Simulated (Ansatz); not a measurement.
The parent structure is SiO2 in the rutile structure (space group P4_2/mnm, No. 136).

```cif
data_O4Si2
_chemical_formula_sum 'Si2 O4'
_space_group_name_H-M_alt 'P 1'
_space_group_IT_number 1
_cell_length_a 4.23608
_cell_length_b 4.23608
_cell_length_c 2.69045
_cell_angle_alpha 90.000
_cell_angle_beta 90.000
_cell_angle_gamma 90.000
loop_
_space_group_symop_operation_xyz
  'x, y, z'
loop_
_atom_site_label
_atom_site_type_symbol
_atom_site_fract_x
_atom_site_fract_y
_atom_site_fract_z
_atom_site_occupancy
Si1 Si 0.00000 0.00000 0.00000 1
Si2 Si 0.50000 0.50000 0.50000 1
O1 O 0.30698 0.30698 0.00000 1
O2 O 0.80698 0.19302 0.50000 1
O3 O 0.19302 0.80698 0.50000 1
O4 O 0.69302 0.69302 0.00000 1
```

Method: Ansatz (a quantum-chemistry and plane-wave program), PBE, PAW, cutoff 420 eV, no SOC.

For the base:

| Item | Value |
|---|---|
| Band gap | 5.04 eV |
| Electron mass | 0.36 mₑ along c, 0.45 mₑ across (at Γ) |

The change: the cell is scaled by 1.0180 in all directions; the atoms relax in the strained cell.

Estimate the effect on the band gap.

The band gap drops by 0.81 eV to 4.23 eV.

Estimate the effect on the electron mass.

The electron mass becomes 0.33 mₑ along c, 0.41 mₑ across (at Γ) (base: 0.36 mₑ along c, 0.45 mₑ across (at Γ)).

Masses are band curvatures over ±0.01 Å⁻¹ around the edge. Stability against distortions was not tested.
